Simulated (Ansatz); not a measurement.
**Ag on the Si site (Ag_Si) in silicon**

The numbers are results of PBE, PAW (plane waves to 420 eV; Ansatz, an electronic-structure program), not measurements. A supercell of 216 sites (3×3×3 repeats of a cell of 8 atoms) was used; the energies come from a 2×2×2 shifted sampling of its zone. Site at the start: the Si site. Finite-size correction: monopole term and site-potential alignment. Dielectric constants: PBE linear response of the host. Host gap at this level: 0.61 eV. A cell of this size leaves errors of a few tenths of an eV. Levels are measured in PBE's own, too narrow, gap. Spin–orbit coupling is left out. Each state is the lowest found from its start.

Formation energies E_f are given with the Fermi level at the valence-band maximum. Chemical conditions: host crystal and elements as references (Δμ(Si) = 0.00 eV, Δμ(Ag) = 0.00 eV; Ag taken from its element, since no compound that bounds it was computed at this level; only phases computed here count, gases as isolated molecules at 0 K). Reference phases: Ag: fcc Ag, Si: silicon.

Charges with a result: 0, −1, −2, −3. Others weren't obtained, and one of them could lie lower, also by skipping a charge.

```tsv
charge	moment (μB)	point group	largest move off a lattice site (Å)	image correction with alignment (eV)	E_f, host crystal and elements as references (eV)	above the lowest spin state (eV)
0	1.0	near D2	0.15	0.00	2.55	0.00
−1†	not spin-polarised	–	0.16	0.06	–	0.00
−2†	1.0	–	0.12	0.29	–	0.00
−3†	0.0	–	0.10	0.66	–	0.00
−3†	not spin-polarised	–	0.12	0.65	–	0.03
```

† Not settled in this cell, so no level is given: charge −1: no spin-polarised start tried; charge −2: a level filled in part, level within 0.1 eV of a band edge or past it; charge −3: forces over 0.15 eV/Å on the final mesh, a level filled in part, level within 0.1 eV of a band edge or past it.

Point groups are those of the whole cell at tolerances of 0.03 and 0.1 Å ("near" where only the looser one holds); none is given for unsettled states.

Starting moments that weren't kept: charge −3 began with 2 μB and ended with 0.0.

No usable result was obtained for charge +1.

All states together cost around 12 core-hours (rough).
